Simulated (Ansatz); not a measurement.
## How the bulk modulus B0 of CdTe (model structure, Pm-3m, No. 221, 2 atoms in the cell) moves with the method

No measured value is used here.

```json
[
 {"level (code)": "LDA (Ansatz)", "value (GPa)": "61.8", "cell (Å³/atom)": "24.53"},
 {"level (code)": "PBEsol (Ansatz)", "value (GPa)": "56.1", "cell (Å³/atom)": "25.32"},
 {"level (code)": "r²SCAN (Ansatz)", "value (GPa)": "49.8", "cell (Å³/atom)": "26.75"}
]
```

LDA, PBEsol, r²SCAN: the bulk modulus is −V dP/dV from two relaxed cells at ±2 % in volume. Each level is taken at its own relaxed cell. Cutoffs differ between the levels. Ansatz's density-functional and Hartree–Fock values are scalar-relativistic unless marked +SOC, with PAW data made under PBE.

A model structure was made by putting elements into a prototype or built by hand; it is no filed structure, need not be a known phase, and can be a saddle point held by its symmetry.

Ansatz is an electronic-structure program.
